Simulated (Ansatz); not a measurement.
**What uniaxial strain ε_zz = −2.00 % does to Si**

Base system: Si in the diamond structure (space group Fd-3m, No. 227; a = 5.434 Å). Axes: x, y, z lie along the cube axes.

It is then changed as follows: uniaxial strain ε_zz = −2.00 %, all other strain components held at zero; the atoms relax in the strained cell.

All numbers come from Kohn–Sham DFT with the PBEsol functional, run in Ansatz (an electronic-structure program) with PAW and 420 eV plane waves, no spin-orbit coupling. Γ-centred 11×11×11 mesh, Fermi–Dirac width 0.05 eV.

| quantity | base | changed | shift |
|---|---|---|---|
| volume per atom | 20.05 Å³ | 19.65 Å³ | -0.40 Å³ |
| space group | Fd-3m (No. 227) | I4_1/amd (No. 141) | – |
| shortest interatomic distance | 2.353 Å | 2.337 Å | -0.016 Å |
| energy relative to the base (free energy F) | 0 meV/atom | +3.9 meV/atom | +3.9 meV/atom |
| band gap | 0.47 eV | 0.22 eV | -0.25 eV |
| gap character | – | indirect, Γ → Γ–M (87 % along) | – |
| electron mass | 0.93 mₑ along k, 0.19 mₑ across (off the special points) | 0.91 mₑ along k, 0.19 mₑ across (off the special points) | – |
| valence-band top at Γ (three highest levels, from the VBM) | 0.00, 0.00, 0.00 eV | 0.00, -0.14, -0.14 eV | – |
| stress (xx, yy, zz, yz, xz, xy; compression positive) | – | (1.35, 1.35, 3.17, 0.00, 0.00, 0.00) GPa | – |

Final structure:

```
Si
1.0
    0.00000     2.71688     2.66254
    2.71688     0.00000     2.66254
    2.71688     2.71688     0.00000
Si
2
Direct
  0.00000   0.00000   0.00000
  0.25000   0.25000   0.25000
```

Masses are band curvatures over ±0.01 Å⁻¹ around the edge. Along k means along the line from Γ to the band edge. Whether these cells are dynamically stable was not tested. A zero or small gap of Si under uniaxial strain ε_zz = −2.00 % can be the functional's error rather than a property of the material. Labels are those of the standard path for the cell's own space group.
